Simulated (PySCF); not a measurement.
PySCF 2.14.0, PBE0/def2-svp, df: B-trichloroborazine (ClB1NB(Cl)NB(Cl)N1), 12 atoms. The geometry is a generated start, not checked to be a minimum at this level.

```
Item                          Result
-------------------  ---------------
task                          energy
method                          pbe0
basis                       def2-svp
two-electron scheme  density fitting
mol.max_memory               3000 MB
mf.max_cycle                     100
mf.init_guess        minao (default)
mf.DIIS              CDIIS (default)
mf.diis_space            8 (default)
mf.conv_tol          1e-09 (default)
mf.grids.level           3 (default)
basis functions                  153
grid points                   169912
```

```xyz
12

Cl    -1.6265    -2.5791    -0.8279
B     -0.7358    -1.1649    -0.3886
N     -1.3961     0.0679    -0.1496
B     -0.6871     1.2363     0.2366
Cl    -1.5138     2.7196     0.5305
N      0.7227     1.1449     0.3761
B      1.4250    -0.0668     0.1437
Cl     3.1368    -0.1499     0.3258
N      0.6744    -1.2091    -0.2407
H     -2.3992     0.1148    -0.2517
H      1.2414     1.9666     0.6521
H      1.1581    -2.0802    -0.4064
```

One run each on 2 threads, 1 BLAS thread. Values of level_shift (Hartree) tried: 0 (default), 0.1, 0.3, 1.

Task: Which value of level_shift (Hartree) needs the fewest Fock builds, and what happens away from it?

Result: Fewest Fock builds, within one of each other: 0 (default) with 10, 0.1 with 11. The count rises to 33 at 1. All converge to one solution.

```
level_shift (Hartree)  Fock builds            end
---------------------  -----------  -------------
0 (default)                     10  same solution
0.1                             11  same solution
0.3                             14  same solution
1                               33  same solution
```
